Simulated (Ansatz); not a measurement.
Results of r²SCAN (PAW; Ansatz, a quantum-chemistry and plane-wave program) for CaO (model structure, started from the wurtzite type, P6₃/mmc, No. 194, 4 atoms in the cell).

Settings: plane-wave cutoff 560 eV, 12×12×8 k mesh (along the axes of the cell as run), Fermi–Dirac smearing 0.01 eV, scalar-relativistic PAW data made under PBE.

Cell (relaxed with PBEsol):

Space group P6₃/mmc (No. 194); a = 3.9562 Å, b = 3.9562 Å, c = 4.7433 Å, α = 90.00°, β = 90.00°, γ = 120.00°

```json
[
 {"atom": "Ca", "site": "2c", "symmetry": "-6m2", "x": "0.3333", "y": "0.6667", "z": "0.2500"},
 {"atom": "O", "site": "2d", "symmetry": "-6m2", "x": "0.6667", "y": "0.3333", "z": "0.2500"}
]
```

Question: Give the computed band gap.

Answer: 
* **band gap**: 3.70 eV (direct)

Note: the relaxation could raise the start's symmetry but not lower it, so the cell can be a saddle point; cell and atoms aren't relaxed at this level (pressure 1.8 GPa).

Cost on a shared machine: about 26 core-seconds (a rough figure).

A model structure was made by putting elements into a prototype or built by hand; it is no filed structure, need not be a known phase, and can be a saddle point held by its symmetry.
